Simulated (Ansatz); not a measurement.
**CdI2: energy against strain**

CdI2 (1T layered, P-3m1, 35.443 Å³/atom at rest, c along z) under a strain ε along c (axis z), the other axes held. PBE-D3(BJ) in Ansatz, a plane-wave DFT program (PAW, default set), 420 eV, 9×9×5 Γ-centred mesh, Fermi-Dirac smearing 0.05 eV; ions are relaxed within the symmetry of each cell.

Here s stands for strain and y for E less E0.

| strain (%) | E less E0 (meV/atom) |
|---|---|
| -3.00 | ? |
| -1.50 | 0.59 |
| -1.00 | 0.26 |
| -0.50 | 0.07 |
| 0.00 | 0.00 |
| 0.50 | 0.05 |
| 1.00 | 0.22 |
| 1.50 | 0.48 |

Fit y against s with a parabola, and predict the withheld value at s = -3.00.

Least squares gives y = 0.001 - 0.0307·s + 0.2376·s². Residuals (row less fit): 0.008, -0.009, -0.006, -0.001, 0.005, 0.012, -0.010; standard error 0.011 (degrees of freedom: 4). Twice the quadratic coefficient over the volume, 2 × 0.2376 meV × 10⁴ × 0.1602 / 35.443 Å³, is the elastic constant C33 = 21 ± 0.4 GPa. At the withheld row, y = 0.001 - 0.0307 × (-3.0) + 0.2376 × (-3.0)² = 2.231 meV/atom. The calculation gives 2.48 meV/atom, 0.249 meV/atom above the prediction (10.0 % of the range of y in the table). The row lies outside the fitted rows, so this is an extrapolation. From the scatter of the fitted rows alone, a prediction at this place has a standard error of 0.041 meV/atom, so the miss is 6.1 times that.

One order more, fitted to all 13 runs of the series, follows each within 0.01, so the miss is the next term of a smooth law. Rows are the converged runs of the series near zero and its far end; series whose fitted rows scatter by over a few per cent of the range, as at a crossing or softening among them, aren't shown in this form. Most that stay on the fit to the last digits aren't either.
